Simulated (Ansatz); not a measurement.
# HfS2 with two functionals, pressure 1.8 GPa

The reference is HfS2 in the CdI2 type structure (space group P-3m1, No. 164; a = 3.6057 Å, c = 5.7676 Å; layered, stacked along the Cartesian z axis).

(Cell as relaxed with PBE-D3(BJ).)

Levels (all Ansatz, a first-principles code, PAW): PBE-D3(BJ) (420 eV, no spin-orbit coupling); PBEsol-D3(BJ) (420 eV, no spin-orbit coupling).

Each level relaxes its own structure.

```json
[
 {"base": "volume per atom", "PBE-D3(BJ)": "21.65 Å³", "PBEsol-D3(BJ)": "20.26 Å³"},
 {"base": "lattice parameter a", "PBE-D3(BJ)": "3.606 Å", "PBEsol-D3(BJ)": "3.547 Å"},
 {"base": "band gap", "PBE-D3(BJ)": "0.85 eV", "PBEsol-D3(BJ)": "0.45 eV"}
]
```

It is then changed as follows: a hydrostatic pressure of 1.8 GPa.

| quantity | PBE-D3(BJ) | PBEsol-D3(BJ) |
|---|---|---|
| shift of the gap caused by the change | -0.24 eV | (withheld) |
| c/a ratio | 1.567 | (withheld) |
| mean gap deformation potential ΔEg/Δln V | +5.3 eV | (withheld) |

Problem. Predict the PBEsol-D3(BJ) column.

Solution. 
- shift of the gap caused by the change, PBEsol-D3(BJ): -0.21 eV
- c/a ratio, PBEsol-D3(BJ): 1.554
- mean gap deformation potential ΔEg/Δln V, PBEsol-D3(BJ): +5.9 eV

PBE-D3(BJ)'s shift of the gap caused by the change lies 0.03 eV below PBEsol-D3(BJ)'s; PBE-D3(BJ)'s c/a ratio lies 0.013 above PBEsol-D3(BJ)'s; PBE-D3(BJ)'s mean gap deformation potential ΔEg/Δln V lies 0.6 eV below PBEsol-D3(BJ)'s. Neither level is exact; PBEsol-D3(BJ) is the comparison here, not a measurement.

With Hf present, leaving out spin-orbit coupling can change the band edges. Load acts through the strain it causes; cell and atoms are relaxed under it. Whether these cells are dynamically stable was not tested. The zero or small gap of HfS2 under pressure 1.8 GPa can change with the level of theory.
